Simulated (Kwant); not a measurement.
System: quantum point contact (saddle potential) in a CdTe two-dimensional gas. Effective mass 0.096 mₑ, grid spacing 10 nm, hard walls, nominal width 200 nm (19 grid rows, so walls 200 nm apart), one parabolic valley, scattering region 600 nm long along x; energies count from the band bottom; Fermi energy 0.00371 eV. Potential (V0 + ½k y²) cos²(πx/L) for |x| < L/2, with V0 swept from 0.0038955 to 0 eV, k = 3.4e-06 eV/nm², L = 260 nm.

Constants are typed, rounded textbook-type inputs, not results; the design itself was drawn at random and stands for no fabricated device.

Model: effective-mass tight-binding model on a square grid, one spin, coherent transport at 0 K (Kwant). Conductance is in e²/h.

### Question
Compare with the saddle-point formula G = Σ 1/(1 + exp(−2π(E − V0 − ħωy(n + ½))/ħωx)), taking ħωy = ħ√(k/m) and ħωx from the curvature along x of V0 plus half of the mode's confinement energy.

### Answer
ħωy = 1.64 meV; at V0 = 3.16 meV the lowest mode has ħωx = 0.910 meV.

```tsv
V0 (meV)	formula	simulation
3.67	0.0064	0.0065
3.16	0.13	0.14
2.65	0.85	0.86
2.15	1.00	1.00
1.64	1.05	1.07
1.13	1.73	1.82
```

The formula takes a parabolic saddle in the continuum; the run has the full potential on a grid.
